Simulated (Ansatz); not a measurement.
The starting structures come from a database of crystals and need not be the phases stable at ambient conditions.

# Evanescent states of K4HgP2 (R-3m, 7 atoms a cell, 35.9 Å³ an atom) along the normal of (101)

Method: r2SCAN (plane waves, PAW; Ansatz, a quantum-chemistry and plane-wave program).

No gap correction and no spin-orbit coupling; mid-gap is the computed energy nearest the middle.

Energies count from the valence-band top; κ is the least over a 6×4 mesh across the current.

| E (eV) | κ (1/Å) | where |
|---|---|---|
| 0.04 | 0.120 | off Γ |
| 0.12 | 0.198 | off Γ |
| 0.20 | 0.219 | off Γ |
| 0.28 | 0.234 | off Γ |
| 0.36 | 0.235 | Γ |
| 0.44 | 0.228 | Γ |
| 0.52 | 0.222 | Γ |
| 0.60 | 0.214 | Γ |
| 0.68 | 0.206 | Γ |
| 0.76 | 0.195 | Γ |
| 0.84 | 0.184 | Γ |
| 0.92 | 0.170 | Γ |
| 1.00 | 0.153 | Γ |
| 1.08 | 0.133 | Γ |
| 1.16 | 0.106 | Γ |
| 1.24 | 0.067 | Γ |

### Question
How thick must the barrier be to attenuate the transmission by 10^8 when the electrodes' Fermi level lies at 0.92 eV, and what attenuation does that film give at 0.12 eV?

### Answer
d = 8 ln 10 / (2 × 0.170) = 54.2 Å. At 0.12 eV it gives 8 × 0.198/0.170 = 9.3 decades.
